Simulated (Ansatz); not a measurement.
## Bulk modulus B0 of Pt₃In (Pm-3m, No. 221, 4 atoms in the cell; start mp-20516) at several levels of theory

No measured value is used here.

| level (code) | value (GPa) | cell (Å³/atom) |
|---|---|---|
| LDA (Ansatz) | 246 | 15.58 |
| PBEsol (Ansatz) | 228 | 15.92 |
| r²SCAN (Ansatz) | ? | 16.18 |

Question: What belongs in the gaps?

Answer: 
- r²SCAN (Ansatz, a quantum-chemistry and plane-wave program), value (GPa): 219

The crystal itself was run without spin with LDA, PBEsol, r²SCAN; a magnetic state was not tried in these runs. Density-functional levels without +SOC have no spin–orbit coupling. LDA, PBEsol, r²SCAN: the bulk modulus is −V dP/dV from two relaxed cells at ±2 % in volume. LDA, PBEsol, r²SCAN: the relaxation could not lower the start's symmetry, so the cell can be a saddle point above a distorted one. Each level is taken at its own relaxed cell. Cutoffs differ between the levels. Ansatz's density-functional and Hartree–Fock values are scalar-relativistic unless marked +SOC, with PAW data made under PBE.

A start named mp-… is a Materials Project structure, which need not be a measured phase.
